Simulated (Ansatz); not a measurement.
**What N → B does to YN**

Base system: YN in the rock salt structure (space group Fm-3m, No. 225; a = 4.8957 Å).

Perturbation: B takes the place of N on all its sites; the structure is relaxed again.

Calculations: r2SCAN/PAW in Ansatz (a program for electronic structure), no spin-orbit coupling. Γ-centred 15×15×15 mesh, Fermi–Dirac width 0.05 eV, for the changed cell.

The density decreases by 1.54 g/cm³, from 5.83 g/cm³ to 4.29 g/cm³ and the lattice parameter a goes up by 0.4708 Å, from 4.896 Å to 5.366 Å. The band gap becomes zero (base: 0.58 eV).

Final structure:

```
YB
1.0
    0.00000     2.68322     2.68322
    2.68322     0.00000     2.68322
    2.68322     2.68322     0.00000
B Y
1 1
Direct
  0.00000   0.00000   0.00000
  0.50000   0.50000   0.50000
```

Whether these cells are dynamically stable was not tested. As relaxed here, YB is a hypothetical phase, not in the database extracts checked. The final runs are not spin-polarised. YB has a high density of states at the Fermi level and may be magnetic at this level.
